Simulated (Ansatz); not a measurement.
**A computed series for Ta: response to strain**

Base system: Ta in the bcc (W type) structure (space group Im-3m, No. 229; a = 3.306 Å; relaxed with 0.1 eV smearing). Axes: x, y, z lie along the cube axes.

Strains are applied to the cell and any free atomic positions relax.

Calculations: r2SCAN in Ansatz (plane waves to 500 eV, PAW, no spin-orbit coupling).

Notes on the quantities. pressure: mean of the normal stresses, compression positive; energy relative to the base: free energy F.

| change | pressure | energy relative to the base | shortest interatomic distance |
|---|---|---|---|
| base | 0.0 GPa | 0 meV/atom | 286.3 pm |
| uniaxial strain ε_zz = +0.50 % | -1.0 GPa | +0.4 meV/atom | 286.8 pm |
| uniaxial strain ε_zz = +1.00 % | -2.0 GPa | +1.5 meV/atom | 287.3 pm |
| uniaxial strain ε_zz = +1.50 % | ___ | ___ | 287.8 pm |
| uniaxial strain ε_zz = +2.00 % | -3.8 GPa | +5.9 meV/atom | 288.2 pm |
| uniaxial strain ε_zz = +2.50 % | -4.7 GPa | +9.2 meV/atom | ___ |
| uniaxial strain ε_zz = +3.00 % | -5.6 GPa | +13 meV/atom | 289.2 pm |

Complete the table.


- uniaxial strain ε_zz = +1.50 %, pressure: -2.9 GPa
- uniaxial strain ε_zz = +1.50 %, energy relative to the base: +3.4 meV/atom
- uniaxial strain ε_zz = +2.50 %, shortest interatomic distance: 288.7 pm

Stability against distortions was not tested. All final runs are without spin polarisation.

Ansatz is an electronic-structure program.
